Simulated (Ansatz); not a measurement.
Density of states of InP (F-43m) below the valence band maximum, Ansatz (a first-principles code) with HSE06 with spin-orbit coupling, rigid bands; cell volume 50.8 Å³.

(energy from edge (eV), 10⁻³ states/eV/cell): (0.006, 18.2); (0.031, 48.1); (0.056, 78.1); (0.081, 112); (0.106, 145); (0.131, 177); (0.156, 204); (0.181, 228); (0.206, 250); (0.231, 271); (0.256, 292); (0.281, 312); (0.319, 341); (0.344, 362); (0.369, 380); (0.394, 399); (0.419, 418); (0.444, 438); (0.469, 459); (0.494, 478); (0.519, 498); (0.544, 520); (0.569, 541); (0.594, 562)

What effective density of states at 300 K does this give (∫ g(E) exp(−E/k_BT) dE, both spins, divided by the cell's size)?

2.2e19 cm⁻³, a density-of-states mass of 0.90 mₑ, valleys and band degeneracy included.

Geometry: cell and atoms relaxed with PBEsol.
